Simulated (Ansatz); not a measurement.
The reference is AlRu in the CsCl type structure (space group Pm-3m, No. 221; a = 2.977 Å; relaxed with 0.1 eV smearing). Axes: x, y, z lie along the cube axes.

Calculations: PBEsol/PAW in Ansatz (a first-principles code), scalar-relativistic without spin-orbit coupling.

One thing is altered: every lattice vector is shortened by 1.50 %, atoms relaxed at fixed cell.

Task: Predict the stress tensor and what it implies for the stiffness.

Result: Stress of the strained cell less that of the base (GPa, compression positive):
```
   10.9     0.0     0.0
    0.0    10.9     0.0
    0.0     0.0    10.9
```

Then B = −ΔP/(ΔV/V₀) with ΔV/V₀ = -0.0443 gives secant stiffness values (nonlinear terms included at this strain): B ≈ 247 GPa.

As a check, the harmonic strain energy −½ V₀ Δσ:ε is 20 meV/atom; the computed energy rise is 19 meV/atom.

Whether these cells are dynamically stable was not tested. The final runs are not spin-polarised.
